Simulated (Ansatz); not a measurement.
Ansatz (a first-principles code) run on SiNi (P2_13, 8 atoms in the cell): zone-centre phonon calculation.

Level of theory: LDA (PW92), default PAW files made with PBE (plane waves; Ansatz).

```
SiNi
1.0
    4.52621     0.00000     0.00000
    0.00000     4.52621     0.00000
    0.00000     0.00000     4.52621
Si Ni
4 4
Direct
  0.65317   0.15317   0.34683
  0.84683   0.84683   0.84683
  0.15317   0.34683   0.65317
  0.34683   0.65317   0.15317
  0.35050   0.85050   0.64950
  0.14950   0.14950   0.14950
  0.85050   0.64950   0.35050
  0.64950   0.35050   0.85050
```

Reference input (self-consistent single point, DFT, LDA (PW92), plane waves, default PAW files made with PBE): basis.ecutwfc = 420 eV; kpoints.mp_grid.grid = 7 7 7; hamiltonian.xc = lda; hamiltonian.pseudopotentials = {kind: paw} (the program's default PAW files); scf.occupations.method = gaussian; scf.occupations.width = 0.1 eV. This run's input differs from it in these lines:

```diff
@@ -23,6 +23,4 @@
   occupations: { method: gaussian, width: 0.1 eV }
-output:
-  forces: true
-  eigenvalues: true
-  stress: true
+phonons:
+  method: dfpt
```

Output (repeated stretches shortened):

```
SCF iter   1: F=—  HF=-25531.949048 eV  |F-HF|=—  |Δ(HF+E_count)|=         —  Δρ=1.46e-2  dr2=8.07e-2  ethr=1.77e-3  ⟨swp⟩=7.6  Hψ=36060  notcnv=0
all-band conjugate gradients solve this SCF's bands
preconditioner: auto → Kerker (q_TF=auto, 2.705 Å⁻¹)
SCF iter   2: F=—  HF=-25531.932362 eV  |F-HF|=—  |Δ(HF+E_count)|=   1.67e-2  Δρ=4.11e-3  dr2=5.61e-3  ethr=9.17e-5  ⟨swp⟩=2.4  Hψ=18234  notcnv=0  defer=371
   [... lines left out ...]
SCF iter   7: F=—  HF=-25531.931198 eV  |F-HF|=—  |Δ(HF+E_count)|=   3.11e-8  Δρ=4.42e-6  dr2=1.33e-8  ethr=2.69e-10  ⟨swp⟩=2.4  Hψ=15773  notcnv=0  defer=371
SCF iter   8: F=—  HF=-25531.931198 eV  |F-HF|=—  |Δ(HF+E_count)|=   2.80e-9  Δρ=1.72e-6  dr2=2.21e-9  ethr=1.52e-11  ⟨swp⟩=2.2  Hψ=14693  notcnv=0  defer=371
SCF iter   9: F=—  HF=-25531.931198 eV  |F-HF|=—  |Δ(HF+E_count)|=  4.11e-10  Δρ=2.16e-7  dr2=2.61e-11  ethr=2.52e-12  ⟨swp⟩=2.2  Hψ=14329  notcnv=0  defer=371
SCF iter  10: F=-25531.931198 eV  HF=-25531.931198 eV  |F-HF|=7.28e-12  |Δ(HF+E_count)|=  1.82e-11  Δρ=5.84e-8  dr2=1.24e-12  ethr=1.00e-12  ⟨swp⟩=10.0  Hψ=46260  notcnv=0
SCF 1 converged in 10 iterations: F = -25531.931198 eV  dr2 = 1.24e-12
DFPT response loops at Γ: preconditioner auto → Kerker (q_TF=auto, 2.705 Å⁻¹) (partly filled bands, converged f_vac=0.000) …
the response loops of the zone centre start from zero, take more passes and end by a threshold …
Free energy (F): -25531.931198 eV
Internal energy: -25531.917206 eV  (E = F + TS)
E sigma→0 (E₀):  -25531.924202 eV
Entropy (-TS):   -0.013992 eV (-1.749 meV/atom)
Fermi energy:    15.801579 eV
   [... lines left out ...]
  ASR residual per site (eV/Å²): 6.71e-5 6.71e-5 6.71e-5 6.71e-5 5.58e-5 5.58e-5 5.58e-5 5.58e-5
  Γ frequencies (cm⁻¹): 0.00 0.00 0.00 94.22 94.22 123.34 132.12 132.12 132.12 158.86 158.86 158.86 240.88 240.88 240.88 247.43 247.43 280.06 280.06 280.06 283.87 337.60 337.60 337.60
  non-analytic LO–TO correction: not included (Born effective charges unavailable; polar crystals: no LO–TO splitting at Γ)
```

The run converged in 10 iterations. 

Summary of the result:
- Free energy E − TS (on the zero of these files) = -25531.9312 eV
- Fermi level (on the code's own zero) = 15.80 eV
- Zone-centre frequencies (cm⁻¹; negative means imaginary) = 0, 0, 0, 94, 94, 123, 132, 132, 132, 159, 159, 159, 241, 241, 241, 247, 247, 280, 280, 280, 284, 338, 338, 338

The starting cell comes from a database of computed structures (which also holds hypothetical and non-ambient phases and stackings), without a prior relaxation at this level. Its lattice was rescaled by up to half a per cent. Spin polarisation is off.

Cost on one core of a shared machine: roughly 20 min.

Keys are those of Ansatz 0.2.
